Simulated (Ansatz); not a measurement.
Base system: TaS2 in the CdI2 type structure (space group P-3m1, No. 164; a = 3.332 Å, c = 5.785 Å; layered, stacked along the Cartesian z axis; relaxed with 0.1 eV smearing). Axes: x lies along a and z along c of the hexagonal cell.

Calculations: PBE-D3(BJ) (Ansatz, a first-principles code), spin-orbit coupling left out, earlier PAW set.

Before the change:

```
Item       Result
--------  -------
Pressure  0.0 GPa
```

The change: biaxial strain +1.15 %, plane normal [001], relaxed out of plane (Cartesian); in-plane vectors clamped, the third vector and the atoms free.

**Question.** Estimate the effect on the out-of-plane strain.

**Answer.** The out-of-plane strain is -0.48 %.

**Question.** What does the calculation give for the pressure after the change?

**Answer.** The pressure (mean of the normal stresses, compression positive) goes from zero to -1.5 GPa.

Stability against distortions was not tested. All final runs are without spin polarisation. An odd electron count without spin: TaS2.
